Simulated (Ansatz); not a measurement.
# Amorphous Si24O51Mo

A CHGNet melt-quench gave the starting glass, which DFT then relaxed. O atoms were pushed apart under 1.9 Å during the dynamics, to hinder bonds among them. The hot cell started wider than the set density and was brought back towards it in steps. It is the lowest in DFT energy of 2 quenches. It is a model cell: composition and starting density were chosen by hand, and all elements were melted together. No dispersion term was used.

Methods: PBE, scalar-relativistic without spin-orbit coupling (Ansatz, a program for electronic structure); r2SCAN, scalar-relativistic without spin-orbit coupling (Ansatz); HSE06, scalar-relativistic without spin-orbit coupling (Ansatz). Geometry, pressure, stress and energy are those of the PBE run. Its sampling: a 2×2×2 Γ-centred mesh; Fermi-Dirac width 0.02 eV; no spin polarisation. Other functionals are single points at the zone centre (r2SCAN at 500 eV; exact exchange cut at the cell's faces), free to take moments where seeds were set. At PBE the levels at both edges of the gap are localised (band-tail or defect states), and the nearest spread-out levels lie 5.4 eV apart at the zone centre.

```json
{
 "number_of_atoms_in_the_cell": "76",
 "Density (volume relaxed, without dispersion)": "2.31 g/cm^3",
 "volume_per_atom": "15.00 Å³",
 "Pressure on a 2×2×2 Γ-centred mesh": "-0.02 GPa",
 "Largest force and stress component on that mesh (the relaxation ran on the zone centre alone)": "0.03 eV/Å and 1.3 GPa",
 "Gap between localised states on a 2×2×2 Γ-centred mesh (PBE)": "1.65 eV",
 "Gap between localised states at the zone centre (PBE)": "1.66 eV",
 "Gap between localised states at the zone centre (r2SCAN)": "1.95 eV",
 "Gap between localised states at the zone centre (HSE06)": "3.11 eV"
}
```

Neighbours within Si-Si 2.60 Å, Si-O 1.96 Å, Si-Mo 2.74 Å, O-O 1.58 Å, O-Mo 2.42 Å, Mo-Mo 3.04 Å count as bonded. Two cations that share two anions don't count as bonded, nor two that share one unless they lie closer than Si-Si 2.38 Å, Si-Mo 2.66 Å, Mo-Mo 2.95 Å.

| Item | Value |
|---|---|
| Mean coordination of Si by anions | 4.04 (23 with 4, 1 with 5) |
| Mean coordination of O | 1.98 (1 with 1, 50 with 2) |
| Mean coordination of Mo by anions | 4.00 (1 with 4) |
| Mean Si-O bond | 1.642 Å (spread 0.034 Å, 97 counted) |
| Mean O-Mo bond | 1.790 Å (spread 0.075 Å, 4 counted) |

Its density started from a set value of 2.30 g/cm³. The quench (nominally 320 K/ps over its main leg) was far faster than any real one, so the model tends to hold more defects than a real film. One small periodic cell is one sample of the glass; other quenches scatter about these values. The volume was free in the relaxation, at fixed shape. Stress components on the final sampling reach 1.3 GPa.
